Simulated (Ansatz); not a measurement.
The parent structure is Ti$_{2}$CS (space group P6_3/mmc, No. 194; a = 3.166 Å, c = 11.144 Å). Axes: x lies along a and z along c of the hexagonal cell.

All numbers come from DFT with PBEsol, PAW potentials and a 420 eV plane-wave cutoff in Ansatz (a program for electronic structure), scalar-relativistic without spin-orbit coupling.

For the base:

```
Property   Result
--------  -------
Pressure  0.0 GPa
```

Now apply this change: the cell is stretched by 5.04 % along y with no lateral relaxation; the atoms relax in the strained cell.

How does this affect the largest internal atomic displacement, pressure and energy relative to the base?

The largest internal atomic displacement amounts to 0.023 Å; the pressure (mean of the normal stresses, compression positive) goes from zero to -8.4 GPa; the energy goes up by 31 meV/atom.

Without a gap, meshes like the base's 17×17×5 leave anisotropic stresses uncertain by several tenths of a GPa, and small strain energies with them. Whether these cells are dynamically stable was not tested. All final runs are without spin polarisation.
